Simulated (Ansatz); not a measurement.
Consider the following.

```
CELL_PARAMETERS angstrom
      5.22681     0.00000     0.00000
      0.00000     5.22681     0.00000
      2.61340    -2.61340     5.26397
ATOMIC_POSITIONS crystal
  Zn 0.00000 0.00000 0.00000
  Zn 0.25000 0.25000 0.50000
  Si 0.50000 0.50000 0.00000
  Si 0.75000 0.75000 0.50000
  P  0.62500 0.38690 0.25000
  P  0.38690 0.12500 0.75000
  P  0.12500 0.86310 0.25000
  P  0.86310 0.62500 0.75000
```

No spin polarisation.

The values are results of LDA (Ansatz, a program for electronic structure; PAW; 420 eV plane waves; spin-orbit coupling left out), not measurements. k-mesh 9×9×9 (Γ-centred); smearing 0.05 eV (Fermi–Dirac).

Task: Estimate the valence-band top at Γ (three highest levels, from the VBM).

Result: 0.00, 0.00, -0.03 eV.

Task: What is the computed space group?

Result: I-42d (No. 122).

The levels and masses belong to the bands next to the band gap. The cells carry an imposed strain or load. Whether these cells are dynamically stable was not tested. The cell was made from ZnSiP$_{2}$ in the chalcopyrite structure (space group I-42d, No. 122) by this change: biaxial strain −1.50 %, plane normal [001], relaxed out of plane.
